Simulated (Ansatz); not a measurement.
Effect of H interstitial (started 2.35 Å from the nearest host atom), symmetric start on GaAs

The reference is a 16-atom supercell of GaAs in the zinc blende structure (space group F-43m, No. 216; a = 5.746 Å) at its relaxed geometry.

Now apply this change: one H atom is added in an open site, starting 2.35 Å from the nearest host atom, atoms relaxed at fixed cell.

Computed with PBE (Ansatz, a first-principles code), no spin-orbit coupling. Settings: 4×4×4 k-points, 0.01 eV Fermi–Dirac smearing.

```tsv
quantity	base	changed	shift
pressure	0.0 GPa	0.6 GPa	+0.6 GPa
largest displacement of a host atom from its site in the perfect cell	–	0.08 Å	–
```

Other magnetic orders, which the real material may have, were not ruled out. In so small a cell the defect repeats every few ångströms: this is an ordered compound, not a dilute defect. The mesh was chosen for an insulator and is coarse for the gapless case. The defect started on the symmetric site and kept its symmetry, so it may sit on a saddle. Seeded moments were not kept for H interstitial (started 2.35 Å from the nearest host atom). The defect cell is spin-polarised and ends with 0.0 μB.
